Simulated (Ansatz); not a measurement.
An Ansatz (an electronic-structure program) run: MgH2 with a change (pressure 3 GPa); PBEsol (Ansatz; PAW; 420 eV plane waves; no SOC).

Input:

Ansatz 0.2 input:
```yaml
crystal:
  lattice:
    - [4.4352872655, 0, 0]
    - [0, 5.3327244137, 0]
    - [0, 0, 4.8494446674]
  atoms:
    - { symbol: Mg, position: [0.5, 0.8280795873, 0.75] }
    - { symbol: Mg, position: [0.5, 0.1719204127, 0.25] }
    - { symbol: Mg, position: [0, 0.6719204127, 0.25] }
    - { symbol: Mg, position: [0, 0.3280795873, 0.75] }
    - { symbol: H, position: [0.7313738354, 0.8967242711, 0.4224151445] }
    - { symbol: H, position: [0.2686261646, 0.1032757289, 0.5775848555] }
    - { symbol: H, position: [0.7686261646, 0.6032757289, 0.9224151445] }
    - { symbol: H, position: [0.2313738354, 0.3967242711, 0.0775848555] }
    - { symbol: H, position: [0.2313738354, 0.6032757289, 0.5775848555] }
    - { symbol: H, position: [0.7686261646, 0.3967242711, 0.4224151445] }
    - { symbol: H, position: [0.2686261646, 0.8967242711, 0.0775848555] }
    - { symbol: H, position: [0.7313738354, 0.1032757289, 0.9224151445] }
basis: { ecutwfc: 420, ecutrho_ratio: 4, xc_grid: 2, fft_grid_basis: typed }
kpoints: { mp_grid: { grid: [6, 5, 6] } }
hamiltonian:
  xc: pbesol
  dispersion: none
  pseudopotentials: { kind: paw }
scf: { occupations: { method: fermi_dirac, width: 0.05 } }
relax: { f_tol: 0.01, max_steps: 60, cell: { stress_tol: 0.02, p_target: 3.0 } }
output: { forces: true, stress: true }
checkpoint: { write: state.ck, write_every: 1000 }
```

Output (explanatory and most iteration lines left out):

```
Relaxation: its limit of steps is 60 (relax.max_steps)
Pseudopotential: Mg, paw, valence charge 10
Pseudopotential: H, paw, valence charge 1
Crystal: 12 atoms, lattice volume = 114.700 Å³
Basis set: ecut = 420 eV, 2219 PW (Γ), exchange–correlation on 60×72×72 points (8 copies of the dense FFT grid, shifted against one another)
Bands: 36, of which v1, the nominal top of the filled ones, is band 24 counted from 1 (23 counted from 0)
Symmetry: 8 space group operations
Space group: Pbcn (ITA 60), of the structure as read, at distance tolerance 4.9e-5 Å
k-points: 48 of 180
Functional: x = pbesol(κ = 0.804, μ = 0.12345679012345678), c = pbesol(β = 0.046)
SCF iter   1: F=—  HF=-7775.599638 eV  |F-HF|=—  |Δ(HF+E_count)|=         —  Δρ=7.51e-3  dr2=4.51e-2  ethr=1.77e-3  ⟨swp⟩=7.3  Hψ=8630  notcnv=0  defer=47
SCF iter   2: F=—  HF=-7775.586883 eV  |F-HF|=—  |Δ(HF+E_count)|=   1.28e-2  Δρ=3.54e-3  dr2=1.10e-2  ethr=9.39e-5  ⟨swp⟩=1.4  Hψ=2143  notcnv=0  defer=115
SCF 1 converged in 6 iterations: F = -7775.583632 eV  dr2 = 6.79e-10
relax step   1: F+E_penalty+E_count = -7775.58363180 eV  Δ(F+E_penalty+E_count) = +0.000e0 eV  max|allowed force component| = 3.518e-4 eV/Å  Δτ_max = 0.0000 Å  P = +1.498 GPa  Ω = 114.700 Å³  (6 SCF iters, dr2 threshold 1.00e-7 eV, accepted)
[... steps on the carried basis left out ...]
relax step   8: F+E_penalty+E_count = -7775.54006857 eV  Δ(F+E_penalty+E_count) = +2.485e-5 eV  max|allowed force component| = 5.471e-4 eV/Å  Δτ_max = 0.0000 Å  P = +3.005 GPa  Ω = 111.581 Å³  stress off target by 6.12e-3 GPa  SCF on the basis re-selected at this cell (its energy is not comparable with the rows above)  (4 SCF iters)
SCF converged after 4 iterations
Free energy (F): -7775.540069 eV
Internal energy: -7775.540069 eV  (E = F + TS)
E sigma→0 (E₀):  -7775.540069 eV
Fermi energy:    4.485908 eV
--- Forces (eV/Å), atoms counted from 1 ---
  atom   1  Mg    -0.00000000     0.00039867    -0.00000000
  atom   2  Mg     0.00000000    -0.00039867     0.00000000
  atom   3  Mg    -0.00000000    -0.00039867    -0.00000000
  atom   4  Mg     0.00000000     0.00039867     0.00000000
  atom   5  H     -0.00001146     0.00054706     0.00040273
  atom   6  H      0.00001146    -0.00054706    -0.00040273
  atom   7  H      0.00001146    -0.00054706     0.00040273
  atom   8  H     -0.00001146     0.00054706    -0.00040273
  atom   9  H     -0.00001146    -0.00054706    -0.00040273
  atom  10  H      0.00001146     0.00054706     0.00040273
  atom  11  H      0.00001146     0.00054706    -0.00040273
  atom  12  H     -0.00001146    -0.00054706     0.00040273
--- Stress (GPa, compression-positive) ---
        3.004855      -0.000000       0.000000
       -0.000000       3.003529      -0.000000
        0.000000      -0.000000       3.006119
  P = ⅓ Tr σ = 3.0048 GPa (30.048 kbar)
--- Relaxed structure (6 steps of the walk, 6 accepted, 2 SCFs on fresh bases) ---
  cell:  # Å, volume = 111.5809 Å³
    - [4.402665833679059, -2.850065433265524e-34, 1.758090680036438e-33]
    - [-1.2551267148041363e-34, 5.273566573608458, -1.4796762353363114e-33]
    - [1.9222573336852882e-33, -1.3455801335797016e-33, 4.805845324640201]
  atoms:
    - { symbol: Mg, position: [0.5, 0.825630281060925, 0.75] }
    - { symbol: Mg, position: [0.5, 0.17436971893907507, 0.24999999999999997] }
    - { symbol: Mg, position: [-5.703813344427522e-20, 0.6743697189390752, 0.24999999999999997] }
    - { symbol: Mg, position: [-5.703813344427516e-20, 0.325630281060925, 0.75] }
    - { symbol: H, position: [0.7327595465464, 0.8995297537286683, 0.42385782291698176] }
    - { symbol: H, position: [0.2672404534536003, 0.10047024627133183, 0.5761421770830183] }
    - { symbol: H, position: [0.7672404534536004, 0.6004702462713319, 0.9238578229169817] }
    - { symbol: H, position: [0.23275954654639974, 0.39952975372866834, 0.0761421770830182] }
    - { symbol: H, position: [0.23275954654639974, 0.6004702462713319, 0.5761421770830183] }
    - { symbol: H, position: [0.7672404534536004, 0.39952975372866834, 0.42385782291698176] }
    - { symbol: H, position: [0.2672404534536003, 0.8995297537286683, 0.0761421770830182] }
    - { symbol: H, position: [0.7327595465464, 0.10047024627133183, 0.9238578229169817] }
```

Load acts through the strain it causes; cell and atoms are relaxed under it. Stability against distortions was not tested. The cell was made from MgH₂ (space group Pbcn, No. 60; a cell from a computed database, its experimental status unchecked) by this change: pressure 3 GPa.
